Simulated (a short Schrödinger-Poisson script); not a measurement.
# MOS inversion layer, SiO2 on p-type Si(110)

System: MOS inversion layer, SiO2 on p-type Si(110), at 300 K.

| layer | material | thickness (nm) | Na (cm⁻³) |
|---|---|---|---|
| 1 | SiO2 | 2 | - |
| 2 | Si | 1000 | 4.2e16 |

Constants are typed, rounded textbook-type inputs, not results; the design itself was drawn at random and stands for no fabricated device. SiO2: permittivity 3.9, conduction-band edge (eV) 3.15, gap (eV) 9, electron mass (mₑ) 0.5. Si: permittivity 11.7, conduction-band edge (eV) 0, gap (eV) 1.124, Nv at 300 K (cm⁻³) 3.1e19.

Channel valleys (confinement mass, in-plane density-of-states mass, number): Δ4 0.315, 0.324, 4; Δ2 0.19, 0.417, 2. At the gate the conduction-band edge of layer 1 lies 3.51 eV − eVg above the Fermi level of the channel; the field vanishes at the back. Gaps are held at their typed values at every temperature. Mesh 0.03 nm at interfaces.

Solved with a short Schrödinger-Poisson script written for these runs: 1D Poisson equation in equilibrium, electrons quantum, Hartree (BenDaniel-Duke, 12 states a valley, the channel's in-plane mass for all, wave functions ending at the dielectric), parabolic valleys, classical holes, full ionisation, no traps, pinning or gate leakage.

```tsv
Vg (V)	electrons (cm⁻²)	C (μF/cm²)	Δ4 E0 (meV)	Δ4 E1 (meV)	Δ2 E0 (meV)	Δ2 E1 (meV)
0.1	2.20e7	0.0723	362.8	398.9	371.7	414.2
0.2	7.90e8	0.0716	269.4	307.5	278.8	323.6
0.3	2.57e10	0.188	178.7	218.7	188.6	235.6
0.4	2.77e11	0.706	115.8	159.7	127.0	177.6
0.5	8.10e11	0.987	86.2	135.6	99.5	154.7
0.6	1.47e12	1.11	69.2	124.0	84.6	144.1
0.7	2.18e12	1.19	57.3	117.3	74.9	138.1
0.8	2.94e12	1.23	48.2	112.9	67.8	134.3
0.9	3.72e12	1.27	40.9	109.9	62.3	131.8
1	4.52e12	1.30	34.6	107.6	57.9	129.9
1.1	5.34e12	1.32	29.2	106.0	54.3	128.6
1.2	6.17e12	1.34	24.3	104.7	51.1	127.6
1.3	7.01e12	1.35	19.9	103.7	48.4	126.9
1.4	7.86e12	1.37	15.9	103.0	46.0	126.3
1.5	8.72e12	1.38	12.2	102.4	43.8	125.8
1.6	9.58e12	1.39	8.8	101.9	41.9	125.5
1.7	1.04e13	1.40	5.5	101.5	40.1	125.2
1.8	1.13e13	1.40	2.5	101.2	38.5	125.0
1.9	1.22e13	1.41	-0.5	101.0	37.0	124.9
```

Gate voltages with under 1e6 electrons/cm² are left out.

Subbands count from the Fermi level.
